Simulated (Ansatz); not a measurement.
Base system: NaI in the rock salt structure (space group Fm-3m, No. 225; a = 6.529 Å).

Level of theory: Ansatz (a program for electronic structure) PBE, scalar-relativistic without spin-orbit coupling.

Before the change:

| Item | Result |
|---|---|
| Electron mass | 0.27 mₑ (at Γ) |
| Valley order | Γ 3.58 eV; X along ⟨100⟩ 4.48 eV |

It is then changed as follows: the cell is scaled by 1.0313 in all directions, atoms relaxed at fixed cell.

### Question
What happens to the electron mass, energy relative to the base and valley order?

### Answer
The electron mass becomes 0.29 mₑ (at Γ) (base: 0.27 mₑ (at Γ)); the energy grows by 13 meV/atom; the valley order (the lowest conduction-band minima on the path, energy above the VBM, named in the base's zone) becomes Γ 3.36 eV; X along ⟨100⟩ 4.40 eV (base: Γ 3.58 eV; X along ⟨100⟩ 4.48 eV).

With I present, leaving out spin-orbit coupling can change the band edges. The levels and masses belong to the bands next to the band gap. The cells carry an imposed strain or load. Masses are band curvatures over ±0.01 Å⁻¹ around the edge. Stability against distortions was not tested.
